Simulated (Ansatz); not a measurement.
ScSnCN (model structure, started from the AlSiCN type, P3m1, No. 156, 4 atoms in the cell) was calculated with r²SCAN+SOC (PAW; Ansatz, a first-principles code).

Run with plane-wave cutoff 560 eV, 12×12×6 k mesh (along the axes of the cell as run), Fermi–Dirac smearing 0.01 eV, PAW data made under PBE.

Cell (relaxed with PBEsol):

```xyz
4
Lattice="3.5754 0.0000 0.0000 -1.7877 3.0964 0.0000 0.0000 0.0000 5.4059" Properties=species:S:1:pos:R:3 pbc="T T T"
Sc     0.0000     2.0643     2.8511
Sn     1.7877     1.0321     5.4454
C      0.0000     2.0643     0.5946
N      1.7877     1.0321     3.2720
```

Problem. Give the computed band gap.

Solution. 
band gap: 2.23 eV (direct)

Note: the relaxation could raise the start's symmetry but not lower it, so the cell can be a saddle point; cell and atoms aren't relaxed at this level (largest force component 0.15 eV/Å, pressure 1.8 GPa).

Computed values are for the static lattice.

A model structure was made by putting elements into a prototype or built by hand; it is no filed structure, need not be a known phase, and can be a saddle point held by its symmetry.
